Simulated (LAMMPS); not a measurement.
MD of Al (fcc) at zero pressure, 4000 atoms, as a crystal; each row is its own run.

Model: classical MD, pair style eam/alloy, file AlCu.eam.alloy; code LAMMPS.

| T (K) | enthalpy (eV/atom) |
|---|---|
| 200 | -3.2656 |
| 420 | -3.2050 |
| 560 | -3.1641 |
| 700 | -3.1215 |
| 840 | -3.0744 |

Task: Fit a straight line, y = a + b x, to these rows (x is the first column, y the second) and predict the run at x = 300.

Result: Least squares gives a = -3.3280 and b = 0.0002976. At x = 300 the fit predicts -3.2387 eV/atom. The run itself gave -3.2383 ± 0.0001 eV/atom, so the fit is 0.4 meV/atom low.

Caution (row 840): this crystal lies over the melting point of about 750 K that EAM-type AlCu.eam.alloy gives, so it is superheated.
